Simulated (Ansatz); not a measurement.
We consider L1₂ (Cu3Au-type) Ni3Fe, described by PBE in Ansatz (plane waves, PAW).

Run with plane-wave cutoff 520 eV, 18×18×18 k mesh, Fermi–Dirac smearing 0.042 eV (set by the program), spin-polarised with parallel moments, scalar-relativistic PAW data made under PBE.

Computed at the level's own relaxed cell.

Task: Estimate the elastic constant C44, polycrystal shear modulus (Hill average), elastic constant C11, Voigt–Reuss–Hill bulk modulus and elastic constant C12 that the calculation returns.

Result: 
- elastic constant C44 = 129 GPa
- polycrystal shear modulus (Hill average) = 95.8 GPa
- elastic constant C11 = 276 GPa
- Voigt–Reuss–Hill bulk modulus = 194 GPa
- elastic constant C12 = 153 GPa

Elastic constants are with the ions relaxed.

The computed numbers hold no vibrational or temperature effects.

Cost on a shared machine: around 50 core-minutes (rough).

Ansatz is a program for electronic structure.
